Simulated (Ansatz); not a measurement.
Si_Al+V_N in wurtzite AlN: one set of geometries, relaxed with PBE, evaluated in Ansatz (PAW, plane waves to 420 eV, 500 eV under r2SCAN) with PBE, r2SCAN.

Details: 96-site cell; 2×2×2 shifted k-points; start: the Al site; N 1.90 Å away; charged states image-corrected; not converged in cell size; relaxed from one start, so a lower configuration may exist; flagged in the runs: a host whose relaxation on this sampling wasn't shown to rest, a strain field that reaches the edge of the cell.

| quantity | PBE | r2SCAN |
|---|---|---|
| host gap (eV) | 4.03 | 4.67 |
| ε(+2/+1) above the VBM (eV) | 2.23 | 2.50 |
| largest moment on one atom at charge +1 (μB) | 0.09 | 0.10 |
| largest moment on one atom at charge −1 (μB) | 0.04 | 0.05 |

PBE narrows the gap by 0.64 eV against r2SCAN, the highest level run, and puts the levels 0.27 eV lower above the valence-band maximum on average.

Ansatz is an electronic-structure program.
